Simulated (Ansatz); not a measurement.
We consider antifluorite K2S, described by rVV10 in Ansatz (plane waves, PAW).

Settings: plane-wave cutoff 520 eV, 8×8×8 k mesh, Fermi–Dirac smearing 0.01 eV, scalar-relativistic PAW data made under PBE.

Response to compression and expansion:

```csv
V (Å³/atom),P (GPa),direct gap at Γ (eV),smallest gap on the k mesh (eV)
31.490,1.47,2.460,2.183
32.160,0.93,2.387,2.133
32.830,0.44,2.316,2.085
33.500,0.00,2.249,2.038
34.170,-0.39,2.185,1.993
34.840,-0.75,2.124,1.949
35.510,-1.06,2.065,1.906
```

The fundamental gap (2.04 eV at the equilibrium volume, with added k points) lies elsewhere than Γ–Γ.

Ansatz is an electronic-structure program.
